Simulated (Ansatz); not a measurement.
# Hypothetical CsCl type TaAs under a change: pressure 7.5 GPa

Start from TaAs in the CsCl type structure (space group Pm-3m, No. 221; a = 3.178 Å; a hypothetical phase, not in the database extracts checked).

The change: a hydrostatic pressure of 7.5 GPa.

Level of theory: PBEsol (Ansatz, a quantum-chemistry and plane-wave program, PAW, spin-orbit coupling left out). Settings: 15×15×15 k-points, 0.05 eV Fermi–Dirac smearing.

```csv
quantity,base,changed,shift
volume per atom,16.05 Å³,15.49 Å³,-0.56 Å³
density,13.24 g/cm³,13.72 g/cm³,+0.48 g/cm³
shortest interatomic distance,2.752 Å,2.720 Å,-0.032 Å
enthalpy H = E + PV relative to the base's energy,–,+0.74 eV/atom,–
band gap,zero,zero,–
```

Final structure:

```yaml
crystal:
  lattice:
    - [3.14064, 0.00000, 0.00000]
    - [0.00000, 3.14064, 0.00000]
    - [0.00000, 0.00000, 3.14064]
  atoms:
    - { symbol: Ta, position: [0.00000, 0.00000, 0.00000] }
    - { symbol: As, position: [0.50000, 0.50000, 0.50000] }
```

Load acts through the strain it causes; cell and atoms are relaxed under it. Whether these cells are dynamically stable was not tested. Competing high-pressure phases were not computed. All final runs are without spin polarisation.
